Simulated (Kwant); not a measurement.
## Ge/Si0.2Ge0.8 stack with 2 barriers

Device: Ge/Si0.2Ge0.8 stack with 2 barriers. One parabolic valley. Leads of mass 0.12 mₑ with the band edge at 0; grid 0.1 nm; bias swept from 0.0048 to 0.18 V, dropping linearly over the stack. Emitter Fermi level 0.015 eV, 77 K, equal in the collector.

```json
[
 {"layer": "1", "thickness (nm)": "3", "band offset (eV)": "0.12", "mass (mₑ)": "0.14"},
 {"layer": "2", "thickness (nm)": "3.1", "band offset (eV)": "0", "mass (mₑ)": "0.12"},
 {"layer": "3", "thickness (nm)": "3.9", "band offset (eV)": "0.12", "mass (mₑ)": "0.14"}
]
```

The device is made up for the run: typed textbook-type constants, with dimensions and the other settings drawn at random.

Kwant, one-band effective-mass tight-binding model in one dimension, coherent, no space charge, current by the Tsu-Esaki formula.

```csv
bias (V),J (A/cm²)
0.004800,88.1
0.01084,208
0.01688,352
0.02292,543
0.02897,807
0.03501,1180
0.04105,1730
0.04709,2510
0.05313,3640
0.05917,5260
0.06521,7560
0.07125,10800
0.07730,15200
0.08334,21000
0.08938,28600
0.09542,37900
0.1015,48500
0.1075,59700
0.1135,69800
0.1196,76300
0.1256,75600
0.1317,63600
0.1377,42300
0.1437,26900
0.1498,19500
0.1558,15600
0.1619,13400
0.1679,12000
0.1740,11200
0.1800,10600
```
